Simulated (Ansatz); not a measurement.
A self-consistent single point of CuAgO₂ (Pmmm, 4 atoms in the cell) with Ansatz (an electronic-structure program).

Method of the run: LDA (PW92), PAW files made with PBE (plane waves; Ansatz).

```xyz
4
Lattice="2.8336 0.0000 0.0000 0.0000 3.3743 0.0000 0.0000 0.0000 5.4371" Properties=species:S:1:pos:R:3 pbc="T T T"
Cu     1.4168     1.6872     2.7186
Ag     0.0000     0.0000     0.0000
O      0.0000     1.6872     1.4727
O      0.0000     1.6872     3.9645
```

Reference input (self-consistent single point, DFT, PBEsol, plane waves, PAW files made with PBE): basis.ecutwfc = 420 eV; kpoints.mp_grid.grid = 10 9 6; hamiltonian.xc = pbesol; hamiltonian.pseudopotentials = {kind: paw} (an earlier, softer set of the program's PAW files); scf.occupations.method = fermi_dirac; scf.occupations.width = 0.1 eV. This run's input differs from it in these lines:

Ansatz 0.2 input:
```diff
@@ -17,3 +17,3 @@
 hamiltonian:
-  xc: pbesol
+  xc: lda
   pseudopotentials:
```

Log, with long lists cut:

```
SCF iter   1: F=—  HF=-15121.623490 eV  |F-HF|=—  |Δ(HF+E_count)|=         —  Δρ=1.35e-1  dr2=6.88e0  ethr=3.10e-3  ⟨swp⟩=5.1  Hψ=12339  notcnv=0
all-band conjugate gradients solve this SCF's bands
preconditioner: auto → LDOS
SCF iter   2: F=—  HF=-15121.293245 eV  |F-HF|=—  |Δ(HF+E_count)|=   3.30e-1  Δρ=8.81e-2  dr2=2.78e0  ethr=3.10e-3  ⟨swp⟩=2.9  Hψ=8739  notcnv=0
   [... lines left out ...]
SCF iter   7: F=—  HF=-15120.788504 eV  |F-HF|=—  |Δ(HF+E_count)|=   2.76e-4  Δρ=5.07e-4  dr2=1.04e-4  ethr=3.66e-6  ⟨swp⟩=2.0  Hψ=4559  notcnv=0
SCF iter   8: F=—  HF=-15120.788489 eV  |F-HF|=—  |Δ(HF+E_count)|=   1.54e-5  Δρ=2.59e-4  dr2=4.35e-5  ethr=2.07e-7  ⟨swp⟩=2.2  Hψ=4961  notcnv=0
SCF iter   9: F=—  HF=-15120.788484 eV  |F-HF|=—  |Δ(HF+E_count)|=   5.07e-6  Δρ=5.75e-5  dr2=2.21e-6  ethr=8.69e-8  ⟨swp⟩=1.6  Hψ=3740  notcnv=0
SCF iter  10: F=-15120.788483 eV  HF=-15120.788483 eV  |F-HF|=1.80e-8  |Δ(HF+E_count)|=   2.83e-7  Δρ=1.32e-5  dr2=4.24e-8  ethr=2.00e-10  ⟨swp⟩=3.1  Hψ=13060  notcnv=0
SCF 1 converged in 10 iterations: F = -15120.788483 eV  dr2 = 4.24e-8
Free energy (F): -15120.788483 eV
Internal energy: -15120.722626 eV  (E = F + TS)
E sigma→0 (E₀):  -15120.755555 eV
Entropy (-TS):   -0.065858 eV (-16.464 meV/atom)
Fermi energy:    9.947166 eV
--- Forces (eV/Å), atoms counted from 1 ---
  atom   1  Cu     0.00000000     0.00000000     0.00000000
  atom   2  Ag     0.00000000     0.00000000     0.00000000
  atom   3  O      0.00000000    -0.00000000     0.07658828
  atom   4  O      0.00000000     0.00000000    -0.07658828
--- Stress (GPa, compression-positive) ---
       -8.397448       0.000000      -0.000000
        0.000000      -8.374685      -0.000000
       -0.000000      -0.000000     -12.261580
  P = ⅓ Tr σ = -9.6779 GPa (-96.779 kbar)
  The stress holds the Pulay correction. Without it, at fixed plane waves, as pw.x and ABINIT print it: P = -10.1445 GPa
```

The run converged in 10 iterations. Against the reference run the pressure goes from -4.22 to -9.68 GPa and the largest force goes from 0.031 to 0.077 eV/Å.

The starting cell comes from a database of computed structures (which also holds hypothetical and non-ambient phases and stackings), without a prior relaxation at this level. Its lattice was rescaled by a random factor within 2.5 % of one. Spin polarisation is off, so a magnetic state, if there is one, cannot be reached. With a pressure of about -10 GPa the cell is away from its equilibrium volume at this level. Ansatz's pressure includes its estimate of the finite-basis (Pulay) stress. The run gives no clean gap (levels at the Fermi energy touch, overlap or are partly filled at this smearing), which alone does not show that the compound is a metal.
